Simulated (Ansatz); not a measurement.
CdSe, response to strain

Start from CdSe in the wurtzite structure (space group P6_3mc, No. 186; a = 4.383 Å, c = 7.154 Å).

Strains are applied to the cell and any free atomic positions relax.

The values are results of Ansatz (an electronic-structure program) PBE, without spin-orbit coupling, not measurements.

| case | electron mass | band gap | volume per atom |
|---|---|---|---|
| base | – | 0.54 eV | 29.75 Å³ |
| isotropic strain +0.60 % | 0.054 mₑ (at Γ) | 0.50 eV | 30.29 Å³ |
| isotropic strain +1.20 % | ___ | 0.47 eV | 30.84 Å³ |
| isotropic strain +1.80 % | 0.048 mₑ (at Γ) | ___ | 31.39 Å³ |
| isotropic strain +2.40 % | ___ | 0.39 eV | 31.95 Å³ |
| isotropic strain +3.00 % | ___ | 0.35 eV | 32.51 Å³ |

Task: Some entries are withheld; estimate them.

Result: 
- isotropic strain +1.20 %, electron mass: 0.051 mₑ (at Γ)
- isotropic strain +1.80 %, band gap: 0.43 eV
- isotropic strain +2.40 %, electron mass: 0.045 mₑ (at Γ)
- isotropic strain +3.00 %, electron mass: 0.042 mₑ (at Γ)

Masses are band curvatures over ±0.01 Å⁻¹ around the edge. Semilocal Kohn–Sham gaps tend to fall short of experiment. No phonon test of stability was made.
